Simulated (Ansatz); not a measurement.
Base system: AlN in the zinc blende structure (space group F-43m, No. 216; a = 4.403 Å).

Method: PBE, PAW, 420 eV (Ansatz, an electronic-structure program; spin-orbit coupling left out).

Before the change:

| Property | Value |
|---|---|
| Shortest interatomic distance | 3.603 bohr |
| Electron mass | 0.53 mₑ along k, 0.33 mₑ across (at X) |
| Valley order | X along ⟨100⟩ 3.31 eV; Γ 3.98 eV |

One thing is altered: cell and atoms relaxed at a pressure of 4.5 GPa.

**Question.** What does the calculation give for the shortest interatomic distance, mean gap deformation potential ΔEg/Δln V, electron mass and valley order after the change?

**Answer.** The shortest interatomic distance decreases by 0.027 bohr, from 3.603 bohr to 3.576 bohr; the mean gap deformation potential ΔEg/Δln V amounts to -0.6 eV; the electron mass goes from 0.53 mₑ along k, 0.33 mₑ across (at X) to 0.52 mₑ along k, 0.32 mₑ across (at X); the valley order (the lowest conduction-band minima on the path, energy above the VBM, named in the base's zone) becomes X along ⟨100⟩ 3.32 eV; Γ 4.17 eV (base: X along ⟨100⟩ 3.31 eV; Γ 3.98 eV).

Load acts through the strain it causes; cell and atoms are relaxed under it. Masses are band curvatures over ±0.01 Å⁻¹ around the edge. Along k means along the line from Γ to the band edge. Whether these cells are dynamically stable was not tested. Tetrahedral semiconductors of this kind turn to denser phases somewhere between about 1 and 50 GPa; those were not computed, so compressed cells here can lie past the real transition. This is not the structure that AlN has at room temperature and ambient pressure.
